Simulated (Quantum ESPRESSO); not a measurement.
**Several settings converged on CoAl (P4mm, 2 atoms in the cell)**

```yaml
crystal:
  lattice:
    - [2.85142, 0.00000, 0.00000]
    - [0.00000, 2.85142, 0.00000]
    - [0.00000, 0.00000, 2.85142]
  atoms:
    - { symbol: Al, position: [0.50000, 0.50000, 0.51753] }
    - { symbol: Co, position: [0.00000, 0.00000, 0.00000] }
```

Base method: PBEsol, SSSP 1.1.2 efficiency (PBE) pseudopotentials (plane waves; Quantum ESPRESSO).

Base settings: ecutwfc = 50 Ry; ecutrho = 400 Ry; occupations = smearing; smearing = gauss; degauss = 0.0073499 Ry; input_dft = pbesol; potentials = {Al: Al.pbe-n-kjpaw_psl.1.0.0.UPF, Co: Co_pbe_v1.2.uspp.F.UPF}; K_POINTS = automatic 8 8 8 0 0 0; conv_thr = 1e-09 Ry.

The count of work is k-points × plane waves × bands × iterations; it is no time. Core times come from one kind of shared machine, to one figure; runs under 30 s give none.

**The k-point mesh at a smearing width of 0.02 eV**

In this ladder: degauss = 0.00147 Ry.

Only quantities that move along the ladder and can be compared are tabulated.

| K_POINTS | free energy less the last step's (meV/atom) | pressure (GPa) | count of work / last | core time / last (rough) |
|---|---|---|---|---|
| automatic 4 4 4 0 0 0 | 66.15 | -4.19 | 0.028 | – |
| automatic 5 5 5 0 0 0 | -8.02 | -6.27 | 0.020 | – |
| automatic 6 6 6 0 0 0 | 3.14 | -5.43 | 0.047 | – |
| automatic 7 7 7 0 0 0 | -2.68 | -5.94 | 0.048 | – |
| automatic 9 9 9 0 0 0 | -1.86 | -5.73 | 0.078 | 0.2 |
| automatic 13 13 13 0 0 0 | 0.05 | -5.78 | 0.25 | 0.3 |
| automatic 18 18 18 0 0 0 | -0.35 | -5.79 | 0.59 | 0.8 |
| automatic 22 22 22 0 0 0 | 0.00 | -5.77 | 1.0 | 1 |

Coarsest K_POINTS that holds the free energy within 2 meV/atom of the last step, with all finer ones: automatic 9 9 9 0 0 0, at 0.078 of the last step's count of work and about 0.2 of the last step's time; the step before is off by 2.7 meV/atom.

Coarsest K_POINTS that holds the pressure within 1 GPa of the last step, with all finer ones: automatic 5 5 5 0 0 0, at 0.020 of the last step's count of work; the step before is off by 1.6 GPa.

**The width of Gaussian smearing**

In this ladder: K_POINTS = automatic 13 13 13 0 0 0.

Narrow widths need finer meshes than wide ones, so the last steps can hold mesh noise.

Only quantities that move along the ladder and can be compared are tabulated; pressure and forces are left out, as mesh noise rules them at narrow widths.

```tsv
degauss	free energy less the last step's (meV/atom)	energy extrapolated to zero width less the last step's (meV/atom)
0.073499 Ry	-139.46	28.24
0.036749 Ry	-26.46	2.50
0.02205 Ry	-8.40	0.44
0.0147 Ry	-3.02	0.23
0.0073499 Ry	0.00	0.00
```

Widest degauss that holds the energy extrapolated to zero width within 2 meV/atom of the last step, with all finer ones: 0.02205 Ry; the step before is off by 2.5 meV/atom.

Widest degauss that holds the free energy within 5 meV/atom: not settled: the last two steps still differ by 3.0 meV/atom, over half the tolerance, so the ladder does not show it.

The extrapolation to zero width removes most of the smearing's effect on the energy.

**The SCF threshold**

The mesh stays at the base's, so the ladder's end is converged at best in this setting alone.

Only quantities that move along the ladder and can be compared are tabulated.

```csv
conv_thr,free energy less the last step's (meV/atom),largest difference of a force vector from the last step's (eV/Å),count of work / last
0.0073 Ry,19.81,0.005,0.45
0.00073 Ry,0.60,0.008,0.55
7.3e-05 Ry,0.01,0.003,0.59
7.3e-07 Ry,0.00,0.000,0.73
7.3e-09 Ry,0.00,0.000,0.73
1e-09 Ry,0.00,0.000,0.91
7.3e-12 Ry,0.00,0.000,0.91
7.3e-14 Ry,0.00,0.000,1.0
```

Coarsest conv_thr that holds the free energy within 5 meV/atom of the last step, with all finer ones: 0.00073 Ry; the step before is off by 20 meV/atom.

On the base run: the starting cell has typed, rounded lattice constants, without a prior relaxation at this level. Its lattice was rescaled by up to half a per cent. One atom was moved a little off its site on purpose. Spin polarisation is off. In the base run, with a pressure of about -6 GPa the cell is away from its equilibrium volume at this level.

Left out of this page: 1 run of the series outside the window shown, repeating another row's setting, or not comparable.
